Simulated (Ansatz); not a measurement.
Output of an Ansatz run (abridged):

```
WARN ansatz: RAYON_NUM_THREADS=1 ignored (pool sized by the plan → 1); use --threads N
Pseudopotentials: kind: paw
Pseudopotential: Ga, paw, valence charge 13
Pseudopotential: Cu, paw, valence charge 19
Pseudopotential: Se, paw, valence charge 16
Crystal: 8 atoms, lattice volume = 167.396 Å³
Basis set: ecut = 420 eV, 3267 PW (Γ), exchange–correlation on 90×90×90 points (8 copies of the dense FFT grid, shifted against one another)
Bands: 77, of which v1, the nominal top of the filled ones, is band 64 counted from 1 (63 counted from 0)
Symmetry: 8 space group operations
Space group: I-42d (ITA 122), of the structure as read, at distance tolerance 5.5e-5 Å
k-points: 13 of 64 (time reversal used)
Initial density: superposition of atomic densities (neutral atoms: chi_scale 0, normalization atom), corrected by the library's trained network
Initial wavefunctions: pseudopotential atomic-orbital guess
Eigensolver: davidson
Functional: x = pbe(κ = 0.804, μ = 0.2195149727645171), c = pbe(β = 0.06672455060314922)
SCF iter   1: F=—  HF=-42696.255119 eV  |F-HF|=—  |Δ(HF+E_count)|=         —  Δρ=6.48e-4  dr2=8.49e-4  ethr=1.77e-3  ⟨swp⟩=6.0  Hψ=3538  notcnv=0  defer=1
all-band conjugate gradients solve this SCF's bands
preconditioner: auto → Resta (q_TF=auto, 2.609 Å⁻¹)
SCF iter   2: F=—  HF=-42696.255935 eV  |F-HF|=—  |Δ(HF+E_count)|=   8.17e-4  Δρ=4.04e-4  dr2=2.17e-4  ethr=6.63e-7  ⟨swp⟩=3.0  Hψ=2193  notcnv=0  defer=12
SCF iter   3: F=—  HF=-42696.256001 eV  |F-HF|=—  |Δ(HF+E_count)|=   6.52e-5  Δρ=3.61e-4  dr2=1.55e-4  ethr=1.69e-7  ⟨swp⟩=2.0  Hψ=1727  notcnv=0  defer=12
SCF iter   4: F=—  HF=-42696.255999 eV  |F-HF|=—  |Δ(HF+E_count)|=   1.37e-6  Δρ=1.89e-4  dr2=3.85e-5  ethr=1.21e-7  ⟨swp⟩=2.0  Hψ=1736  notcnv=0  defer=12
SCF iter   5: F=—  HF=-42696.256012 eV  |F-HF|=—  |Δ(HF+E_count)|=   1.31e-5  Δρ=4.80e-5  dr2=3.32e-6  ethr=3.01e-8  ⟨swp⟩=2.2  Hψ=1219  notcnv=0  defer=12
SCF iter   6: F=—  HF=-42696.256015 eV  |F-HF|=—  |Δ(HF+E_count)|=   2.33e-6  Δρ=1.81e-5  dr2=6.39e-7  ethr=2.59e-9  ⟨swp⟩=2.0  Hψ=1251  notcnv=0  defer=12
SCF iter   7: F=-42696.256015 eV  HF=-42696.256015 eV  |F-HF|=3.52e-8  |Δ(HF+E_count)|=   7.59e-7  Δρ=5.83e-6  dr2=8.11e-8  ethr=7.81e-11  ⟨swp⟩=8.2  Hψ=4979  notcnv=0
SCF 1 converged in 7 iterations: F = -42696.256015 eV  dr2 = 8.11e-8
SCF converged after 7 iterations
Free energy (F): -42696.256015 eV
Harris-Foulkes:  -42696.256015 eV  (|F-HF|=3.52e-8)
Internal energy: -42696.255706 eV  (E = F + TS)
E sigma→0 (E₀):  -42696.255861 eV
Entropy (-TS):   -0.000309 eV (-0.039 meV/atom)
Fermi energy:    9.619740 eV
--- Per-component energies (eV) ---
  E_band       = -2557.041513
  E_kinetic    = 1312.152590
  E_local      = -24591.540449  (includes V_loc(G=0)·N_el)
  E_nonlocal   = -734.316697
  E_hartree    = 11538.458236
  E_xc         = -734.412682
  E_vxc        = -740.445242  (∫ρ·V_xc dr)
  E_paw        = -14965.173983  (= ΣΔE_a)
  E_vpaw       = -879.788595  (= ΣTr[D̂ρ^β])
  E_aug_tail   = -0.001837  (compensation charges beyond the density's cutoff)
  E_ewald      = -14521.420886
  E_smearing   = -0.000309  (= −TS)
  E_closure    = 0.000000  (closes the sum)
  Σ components = -42696.256015   (vs F -42696.256015, Δ=0.00e0)
--- Forces (eV/Å), atoms counted from 1 ---
  atom   1  Ga     0.00000000     0.00000000    -0.00000000
  atom   2  Ga     0.00000000     0.00000000    -0.00000000
  atom   3  Cu     0.00000000     0.00000000     0.00000000
  atom   4  Cu     0.00000000    -0.00000000     0.00000000
  atom   5  Se     0.43121919    -0.00000000    -0.00000000
  atom   6  Se    -0.00000000    -0.43121919    -0.00000000
  atom   7  Se    -0.43121919     0.00000000     0.00000000
  atom   8  Se    -0.00000000     0.43121919     0.00000000
  max |Σ_I F_I| component: 1.09e-16 eV/Å
--- Stress (GPa, compression-positive) ---
        5.914623      -0.000000       0.000000
        0.000000       5.914623       0.000000
        0.000000       0.000000       6.019924
  P = ⅓ Tr σ = 5.9497 GPa (59.497 kbar)
  The stress holds the Pulay correction. Without it, at fixed plane waves, as pw.x and ABINIT print it: P = 5.9073 GPa
--- Band table (eV; the first three rows and the last of 13) ---
  k-point 0: bands = ["-102.4210", "-102.4209", "-59.8357", "-59.8355", "-59.8135", "-59.8135", "-59.8134", "-59.8134", "-38.7127", "-38.7126", "-38.7126", "-38.7126", "-38.7112", "-38.7110", "-38.7107", "-38.7107", "-38.6550", "-38.6548", [...]
  k-point 1: bands = ["-102.4209", "-102.4209", "-59.8357", "-59.8356", "-59.8135", "-59.8135", "-59.8134", "-59.8134", "-38.7127", "-38.7126", "-38.7126", "-38.7125", "-38.7111", "-38.7109", "-38.7108", "-38.7108", "-38.6549", "-38.6548", [...]
  k-point 2: bands = ["-102.4209", "-102.4209", "-59.8356", "-59.8356", "-59.8135", "-59.8135", "-59.8135", "-59.8135", "-38.7127", "-38.7127", "-38.7125", "-38.7125", "-38.7109", "-38.7109", "-38.7109", "-38.7109", "-38.6548", "-38.6548", [...]
  k-point 12: bands = ["-102.4209", "-102.4209", "-59.8356", "-59.8356", "-59.8135", "-59.8135", "-59.8134", "-59.8134", "-38.7126", "-38.7126", "-38.7126", "-38.7126", "-38.7111", "-38.7111", "-38.7107", "-38.7107", "-38.6549", "-38.6549", [...]
```

The structure:

```
CELL_PARAMETERS angstrom
     -2.77218     2.77218     5.44553
      2.77218    -2.77218     5.44553
      2.77218     2.77218    -5.44553
ATOMIC_POSITIONS crystal
  Ga 0.50000 0.50000 0.00000
  Ga 0.25000 0.75000 0.50000
  Cu 0.00000 0.00000 0.00000
  Cu 0.75000 0.25000 0.50000
  Se 0.87500 0.87500 0.50000
  Se 0.12500 0.62500 0.00000
  Se 0.37500 0.37500 0.50000
  Se 0.62500 0.12500 0.00000
```

Q: Write an input that gives this output.

A: Other spellings and defaults could give the same log, and not every line can be read from it. The input that was run (DFT, PBE, plane waves, default PAW files):

Ansatz 0.2 input:
```yaml
crystal:
  lattice:
    - [-2.77218200, 2.77218200, 5.44553300]
    - [2.77218200, -2.77218200, 5.44553300]
    - [2.77218200, 2.77218200, -5.44553300]
  atoms:
    - { symbol: Ga, position: [0.50000000, 0.50000000, 0.00000000] }
    - { symbol: Ga, position: [0.25000000, 0.75000000, 0.50000000] }
    - { symbol: Cu, position: [0.00000000, 0.00000000, 0.00000000] }
    - { symbol: Cu, position: [0.75000000, 0.25000000, 0.50000000] }
    - { symbol: Se, position: [0.87500000, 0.87500000, 0.50000000] }
    - { symbol: Se, position: [0.12500000, 0.62500000, 0.00000000] }
    - { symbol: Se, position: [0.37500000, 0.37500000, 0.50000000] }
    - { symbol: Se, position: [0.62500000, 0.12500000, 0.00000000] }
basis:
  ecutwfc: 420.0 eV
kpoints:
  mp_grid: { grid: [4, 4, 4] }
hamiltonian:
  xc: pbe
  pseudopotentials: { kind: paw }
scf:
  occupations: { method: fermi_dirac, width: 0.05 eV }
output:
  forces: true
  eigenvalues: true
  stress: true
```

The starting cell has typed, rounded lattice constants, without a prior relaxation at this level. Its lattice was rescaled by a random factor within 2.5 % of one. With a pressure of about 6 GPa the cell is away from its equilibrium volume at this level. Ansatz's pressure includes its estimate of the finite-basis (Pulay) stress.

Ansatz is an electronic-structure program.
